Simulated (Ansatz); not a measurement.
## Response to strain in SnO

Base system: SnO (space group P4/nmm, No. 129; a = 3.769 Å, c = 4.557 Å; layered, stacked along the Cartesian z axis; relaxed with 0.1 eV smearing). Axes: x, y, z lie along a, b, c of the conventional cell.

Strains are applied to the cell and any free atomic positions relax; under biaxial strain the out-of-plane vector relaxes too.

All numbers come from Kohn–Sham DFT with the PBEsol-D3(BJ) functional, run in Ansatz (a first-principles code) with PAW and 420 eV plane waves, scalar-relativistic without spin-orbit coupling.

Notes on the quantities. in-plane stress: mean in-plane stress (compression positive).

```tsv
case	in-plane stress	out-of-plane strain	shortest interatomic distance
base	–	–	2.211 Å
biaxial strain −3.00 %, plane normal [001], relaxed out of plane	+6.3 GPa	+1.68 %	2.185 Å
biaxial strain −2.40 %, plane normal [001], relaxed out of plane	+4.9 GPa	+1.36 %	2.190 Å
biaxial strain −1.80 %, plane normal [001], relaxed out of plane	+3.5 GPa	+1.05 %	2.195 Å
biaxial strain −1.20 %, plane normal [001], relaxed out of plane	+2.3 GPa	+0.72 %	2.200 Å
biaxial strain −0.60 %, plane normal [001], relaxed out of plane	+1.1 GPa	+0.36 %	2.206 Å
```

Whether these cells are dynamically stable was not tested. All final runs are without spin polarisation.
